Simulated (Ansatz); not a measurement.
Reference: InP (F-43m), r2SCAN, rigid bands (plane waves, PAW, scalar-relativistic; Ansatz, a program for electronic structure); geometry: cell and atoms relaxed with PBEsol.

InP has the cubic space group F-43m (No. 216), the zinc blende structure, Pearson symbol cF8. Cell: a = b = c = 5.878 Å, α = β = γ = 90.00°. In on 4a sees 4 P at 2.545 Å (tetrahedral). P on 4d sees 4 In at 2.545 Å (tetrahedral). (Neighbours: up to the widest gap in distance over summed covalent radii, below 1.35, at either atom; cation-cation and far metal-metal contacts left out.)
(The calculation used a cell of 2 atoms; values per cell refer to that cell.)

| Item | Value |
|---|---|
| band gap | 1.11 eV |
| electron conductivity mass | 0.089 mₑ |
| Seebeck coefficient, n-type 1e19 cm⁻³ | -59 μV/K |

Q: Replace In by B on the same sites and relax. What happens?

A: BP (F-43m): volume per atom 25.4 to 11.5 Å³; band gap rises (1.11 eV to 1.40 eV); electron conductivity mass rises (0.089 mₑ to 0.32 mₑ); Seebeck coefficient, n-type 1e19 cm⁻³ rises in size (-59 μV/K to -336 μV/K).

Moves up to 5 % count as about the same. Masses are for dilute carriers at 300 K, harmonic means over directions unless an axis is named. Seebeck coefficients are for the stated density at 300 K, with one relaxation time for all states and whether or not that doping can be reached. Spin-orbit coupling is left out.
